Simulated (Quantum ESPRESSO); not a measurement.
## Parameter sweep on Ge (Fd-3m, 2 atoms in the cell)

```xyz
2
Lattice="0.0000 2.8312 2.8312 2.8312 0.0000 2.8312 2.8312 2.8312 0.0000" Properties=species:S:1:pos:R:3 pbc="T T T"
Ge     2.8312     2.8312     2.8312
Ge     4.2468     4.2468     4.2468
```

Base run A: PBE, PSlibrary PAW (PBE) pseudopotentials (Quantum ESPRESSO), self-consistent single point.

Its settings: ecutwfc = 30 Ry; ecutrho = 180 Ry; occupations = smearing; smearing = fermi-dirac; degauss = 0.0073499 Ry; potentials = {Ge: Ge.pbe-n-kjpaw_psl.1.0.0.UPF}; K_POINTS = automatic 10 10 10 0 0 0; conv_thr = 1e-11 Ry.

The starting cell comes from a database of computed structures (which also holds hypothetical and non-ambient phases and stackings), without a prior relaxation at this level. Its lattice was rescaled by a random factor within 2.5 % of one. In the base run, with a pressure of about 4 GPa the cell is away from its equilibrium volume at this level.

ΔF is the free energy per atom less that of run A. 

Run A gave: pressure (GPa) 3.84; iterations 7.

Runs:
- B: mixing_beta = 0.05
- C: mixing_beta = 0.1
- D: mixing_beta = 0.2
- E: mixing_beta = 0.3
- F: mixing_beta = 0.4
- G: mixing_beta = 0.5
- H: mixing_beta = 0.6
- I: mixing_beta = 0.8
- J: mixing_beta = 0.9

Question: Which runs reach the base run's state, and which is quickest in iterations?

Answer: Runs B, C, D, E, F, G, H, I, J ended on the same solution as A (within 1 meV/atom). The fewest iterations to that state were 6 (J); the most were 16.

```json
[
 {"run": "A", "ΔF (meV/atom)": "0.00", "pressure (GPa)": "3.84", "iterations": "7"},
 {"run": "B", "ΔF (meV/atom)": "0.00", "pressure (GPa)": "3.84", "iterations": "16"},
 {"run": "C", "ΔF (meV/atom)": "0.00", "pressure (GPa)": "3.84", "iterations": "13"},
 {"run": "D", "ΔF (meV/atom)": "0.00", "pressure (GPa)": "3.84", "iterations": "12"},
 {"run": "E", "ΔF (meV/atom)": "0.00", "pressure (GPa)": "3.84", "iterations": "10"},
 {"run": "F", "ΔF (meV/atom)": "0.00", "pressure (GPa)": "3.84", "iterations": "9"},
 {"run": "G", "ΔF (meV/atom)": "0.00", "pressure (GPa)": "3.84", "iterations": "8"},
 {"run": "H", "ΔF (meV/atom)": "0.00", "pressure (GPa)": "3.84", "iterations": "8"},
 {"run": "I", "ΔF (meV/atom)": "0.00", "pressure (GPa)": "3.84", "iterations": "7"},
 {"run": "J", "ΔF (meV/atom)": "0.00", "pressure (GPa)": "3.84", "iterations": "6"}
]
```
